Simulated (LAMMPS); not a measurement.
MD from the melt across the composition of Ag (fcc) with a share x of Ag sites Au; each row has its own temperature.

Level of theory: classical MD, pair style eam, the elements' _u3.eam files (universal-3 set of Foiles, Baskes and Daw), run in LAMMPS.

```tsv
x	volume	state	enthalpy	self-diffusion coefficient of Ag (not corrected for cell size)	T (K)
0.25	19.518 ± 0.005 Å³/atom	liquid	-2.6741 ± 0.0005 eV/atom	(2.47 ± 0.07) × 10^-5 cm²/s	1200
0.5	19.102 ± 0.002 Å³/atom	liquid	-2.9529 ± 0.0003 eV/atom	(2.52 ± 0.08) × 10^-5 cm²/s	1220
0.75	18.826 ± 0.002 Å³/atom	liquid	-3.2137 ± 0.0002 eV/atom	(2.41 ± 0.08) × 10^-5 cm²/s	1250
```

Caution: a run this short can hold a crystal over, or a liquid under, the potential's own melting point, which these runs don't give.

States go by the mean squared displacement: a species diffuses where it passes 1.5 Å², still rises and gives D over 1e-6 cm²/s; a crystal has left its structure where atoms lie 0.35 Å off their sites on average or a cubic box changes its shape by 3 %, or the axial ratios of another lie 8 % off the starting cell's, which the potential's own relaxation can also do.

Errors of D are the spread over four groups of atoms in one short run; a floor of about 5 %, a picked value, is safer.

The ± values are statistical; the model's systematic error is not in them.
